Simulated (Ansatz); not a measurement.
A computed series for Ca3P2: pressure series

Base system: Ca3P2 (space group Pm-3m, No. 221; a = 5.242 Å; a cell from a computed database, its experimental status unchecked).

Cell and atoms are relaxed at each pressure.

Calculations: PBEsol in Ansatz (plane waves to 420 eV, PAW, spin-orbit coupling left out).

| pressure (GPa) | volume per atom (Å³/atom) |
|---|---|
| -2 | 30.366 |
| -1 | 29.537 |
| 0 | 28.810 |
| 0.3 | 28.606 |
| 0.7 | 28.338 |
| 1.5 | 27.865 |
| 3 | ? |
| 5 | 26.109 |
| 7.5 | 25.115 |

Fit the third-order Birch–Murnaghan form P(V) = (3B₀/2)[(V₀/V)^(7/3) − (V₀/V)^(5/3)]·[1 + (3/4)(B₀′ − 4)((V₀/V)^(2/3) − 1)] (squares taken in P) to the rows shown and predict the withheld row.

Least squares on the printed values gives V₀ = 28.808 Å³/atom, B₀ = 42.1 GPa, B₀′ = 3.8; this predicts 27.044 Å³/atom, and the run gives 27.053 Å³/atom, 0.009 higher.

Load acts through the strain it causes; cell and atoms are relaxed under it. Whether these cells are dynamically stable was not tested. Competing high-pressure phases were not computed.

Ansatz is a first-principles code.
